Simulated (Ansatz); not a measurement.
**How the smallest direct gap on the k points sampled of BeS (model structure, from the CdTe type, P6₄22, No. 181) moves with the method**

No measured value is used here.

| level (code) | value (eV) | cell (Å³/atom) |
|---|---|---|
| LDA (Ansatz) | 3.75 | 13.10 |
| PBE (Ansatz) | 3.90 | 13.10 |
| PBEsol (Ansatz) | 3.77 | 13.10 |
| r²SCAN (Ansatz) | 4.52 | 13.46 |
| r²SCAN+rVV10 (Ansatz) | 4.49 | 13.37 |
| HSE06 (Ansatz) | ___ | 13.10 |
| PBE0 (Ansatz) | ___ | 13.10 |
| r²SCAN0 (Ansatz) | 5.97 | 13.10 |

Task: Complete the blanks.

Result: 
- HSE06 (Ansatz, an electronic-structure program), value (eV): 4.88
- PBE0 (Ansatz), value (eV): 5.59

Computed values are for a static lattice.  Values are at the PBEsol cell; r²SCAN at the level's own relaxed cell; r²SCAN+rVV10 at the level's own equilibrium cell. Cutoffs and k meshes differ between the levels. Ansatz's density-functional and Hartree–Fock values are scalar-relativistic unless marked +SOC, with PAW data made under PBE.

A model structure was made by putting elements into a prototype or built by hand; it is no filed structure, need not be a known phase, and can be a saddle point held by its symmetry.
